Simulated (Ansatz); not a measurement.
**NbB2 (P6/mmm): band-structure transport figures**

Consider the following.

```xyz
3
Lattice="3.0929 0.0000 0.0000 -1.5465 2.6785 0.0000 0.0000 0.0000 3.2945" Properties=species:S:1:pos:R:3 pbc="T T T"
Nb     0.0000     0.0000     0.0000
B      0.0000     1.7857     1.6473
B      1.5465     0.8928     1.6473
```

The numbers are results of PBEsol, rigid bands (plane waves, PAW, scalar-relativistic; Ansatz, a first-principles code), not measurements. How the cell was made: cell and atoms relaxed with PBEsol.

The density of states at the Fermi level comes out as 1.02 states/(eV·cell), both spins, the bare Sommerfeld coefficient comes out as 0.80 mJ/(mol of atoms·K²) and the drude plasma energy is 8.4 (x), 8.4 (y), 8.8 (z) eV. The root-mean-square Fermi velocity comes out as 8.7e5 m/s and the resistivity times τ is 6.9 (x), 6.9 (y), 6.4 (z) ×10⁻²² Ω·m·s.

A metal at this level (no band gap); rigid bands, thermally averaged at 300 K, both spins. Spin-orbit coupling is left out. τ is one relaxation time for all states.
